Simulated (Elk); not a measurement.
A self-consistent single point of GeOs (Fm-3m, 2 atoms in the cell) with Elk.

Level of theory: PBE, all-electron FP-LAPW, Elk's shipped species files, LAPW+lo basis run with Elk.

```
GeOs
1.0
    0.00000     2.79886     2.79886
    2.79886     0.00000     2.79886
    2.79886     2.79886     0.00000
Ge Os
1 1
Direct
  0.00000   0.00000   0.00000
  0.50000   0.50000   0.50000
```

Reference input (self-consistent single point, DFT, PBE, all-electron FP-LAPW, Elk's shipped species files, LAPW+lo basis): xctype = 20; rgkmax = 8; stype = 1; swidth = 0.00367493 Ha; ngridk = 8 8 8; gmaxvr = 16 1/bohr; nxoapwlo = 1; rmtscf = 0.96. This run's input differs from it in these lines:

```diff
@@ -7,3 +7,3 @@
 rgkmax
-  8.0
+  6.69
```

The program printed (abridged):

```
│ Self-consistent loop started │
│ Loop number : 1 │
 total energy                :     -19384.6093354
│ Loop number : 2 │
 total energy                :     -19384.7246536
RMS change in Kohn-Sham potential (target) :   0.1557188197     (  0.1000000000E-05)
Absolute change in total energy (target)   :   0.1153181314     (  0.1000000000E-03)
│ Loop number : 3 │
 total energy                :     -19384.5686638
RMS change in Kohn-Sham potential (target) :   0.1511355640     (  0.1000000000E-05)
Absolute change in total energy (target)   :   0.1271602617     (  0.1000000000E-03)
│ Loop number : 4 │
   [... lines left out ...]
Absolute change in total energy (target)   :   0.7478361404E-03 (  0.1000000000E-03)
│ Loop number : 13 │
 total energy                :     -19381.1124751
RMS change in Kohn-Sham potential (target) :   0.1196198117E-05 (  0.1000000000E-05)
Absolute change in total energy (target)   :   0.2439385462E-03 (  0.1000000000E-03)
│ Loop number : 14 │
 total energy                :     -19381.1125553
RMS change in Kohn-Sham potential (target) :   0.2914111625E-06 (  0.1000000000E-05)
Absolute change in total energy (target)   :   0.1920290379E-04 (  0.1000000000E-03)
Convergence targets achieved

│ Loop number : 15 │

Energies :
 Fermi                       :     0.222794101847
 total energy                :     -19381.1125895

Density of states at Fermi energy :    141.5686394
 (states/Hartree/unit cell)

Estimated indirect band gap :   0.1340717671E-02
 from k-point     24 to k-point     29
Estimated direct band gap   :   0.3135309868E-02
 at k-point     26

Charges :
 core                        :    64.00000000
 valence                     :    44.00000000
 interstitial                :    3.399517746
 muffin-tins (core leakage)
  species :    1 (Ge)
   atom    1                 :    30.10100836     (  0.5643862188E-03)
  species :    2 (Os)
   atom    1                 :    74.49947389     (  0.4965598066E-07)
 total in muffin-tins        :    104.6004823
 total calculated charge     :    107.9878466
 total charge                :    108.0000000
 error                       :   0.1215342956E-01

│ Self-consistent loop stopped │
```

The run converged in 15 iterations. The count includes the last loop, which Elk runs after its targets are met. Against the reference run the total energy rises by 419 meV/atom.

The starting cell was generated: these elements placed on a structure prototype, without a prior relaxation; it need not be a known phase or ordering of this composition. Its lattice was rescaled by a random factor within 2.5 % of one. Spin-orbit coupling is off. Spin polarisation is off. Values depend on the basis (sphere radii, cutoffs, local orbitals), which need not be converged. The log's line on a gap gives a spacing of levels on this mesh, which the program prints for metals too.
